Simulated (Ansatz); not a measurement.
Br on the 1x1 (110) surface of bcc Mo, one in a 2x2 cell: adsorption energies (eV for each) against ½ Br2(g) in Ansatz (plane waves, PAW). Structures relaxed with PBE; the other functionals are single points on them, with slab and gas at the same level. No dispersion, zero-point or thermal terms. Rows are starts at which the adsorbate stayed.

Slab: 17 atoms, 6.5 Å thick at the start under the adsorbate (thin: gaps and levels are the slab's own); k 6x6x1, smearing 0.1 eV, dipole-corrected; 8 atoms held, the rest relaxed; each run with such symmetry as its start has; no spin, no spin-orbit, no U, no dispersion correction.

| site | PBE | RPBE | r2SCAN |
|---|---|---|---|
| top Mo | -1.99 | -1.85 | [?] |
| hollow Mo-Mo-Mo | -2.63 | -2.38 | [?] |
| bridge Mo-Mo (span 2.7 Å) | -2.45 | -2.24 | [?] |
| bridge Mo-Mo (span 3.2 Å) | -2.49 | -2.25 | [?] |

**Question.** Fill in the missing entries.

**Answer.** 
- top Mo, r2SCAN: -2.24
- hollow Mo-Mo-Mo, r2SCAN: -2.92
- bridge Mo-Mo (span 2.7 Å), r2SCAN: -2.72
- bridge Mo-Mo (span 3.2 Å), r2SCAN: -2.80

RPBE moves the energies by 0.21 eV on average against PBE and puts 'hollow Mo-Mo-Mo' lowest, as PBE does. r2SCAN moves the energies by -0.28 eV on average against PBE and puts 'hollow Mo-Mo-Mo' lowest, as PBE does.

Ansatz is a quantum-chemistry and plane-wave program.
